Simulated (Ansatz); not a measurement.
**What isotropic strain +1.20 % does to BaZrO3**

Base system: BaZrO3 in the cubic perovskite structure (space group Pm-3m, No. 221; a = 4.1806 Å).

One thing is altered: an isotropic linear strain of +1.20 %, atoms relaxed at fixed cell.

Computed with PBEsol in Ansatz (plane waves to 420 eV, PAW, scalar-relativistic without spin-orbit coupling). k-mesh 8×8×8 (Γ-centred); smearing 0.05 eV (Fermi–Dirac).

| quantity | base | changed | shift |
|---|---|---|---|
| space group | Pm-3m (No. 221) | Pm-3m (No. 221) | – |
| shortest interatomic distance | 3.950 bohr | 3.998 bohr | +0.0474 bohr |
| energy relative to the base (free energy F) | 0 meV/atom | +9.2 meV/atom | +9.2 meV/atom |
| pressure | -0.01 GPa | -5.39 GPa | -5.386 GPa |
| band gap (an upper bound: an edge found on the path is not a true extremum; the base alone) | 3.17 eV | 3.09 eV | -0.08 eV |

Final structure:

```xyz
5
Lattice="4.2308 0.0000 0.0000 0.0000 4.2308 0.0000 0.0000 0.0000 4.2308" Properties=species:S:1:pos:R:3 pbc="T T T"
Ba     0.0000     0.0000     0.0000
Zr     2.1154     2.1154     2.1154
O      2.1154     0.0000     2.1154
O      0.0000     2.1154     2.1154
O      2.1154     2.1154     0.0000
```

No phonon test of stability was made.

Ansatz is a quantum-chemistry and plane-wave program.
